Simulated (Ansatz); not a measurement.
The parent structure is MgO in the rock salt structure (space group Fm-3m, No. 225; a = 4.214 Å). Axes: x, y, z lie along the cube axes.

Level of theory: PBEsol, PAW, 420 eV (Ansatz, a first-principles code; spin-orbit coupling left out).

Before the change:

```
Property                Value
-------------  --------------
Electron mass  0.34 mₑ (at Γ)
```

Perturbation: the cell is compressed by 0.69 % along x with no lateral relaxation; the atoms relax in the strained cell.

**Question.** Predict the new electron mass, energy relative to the base and stress.

**Answer.** The electron mass stays 0.34 mₑ (at Γ); the energy grows by 0.4 meV/atom; the stress (xx, yy, zz, yz, xz, xy; compression positive) comes out as (2.11, 0.63, 0.63, 0.00, 0.00, 0.00) GPa.

The levels and masses belong to the bands next to the band gap. Masses are band curvatures over ±0.01 Å⁻¹ around the edge. Whether these cells are dynamically stable was not tested.
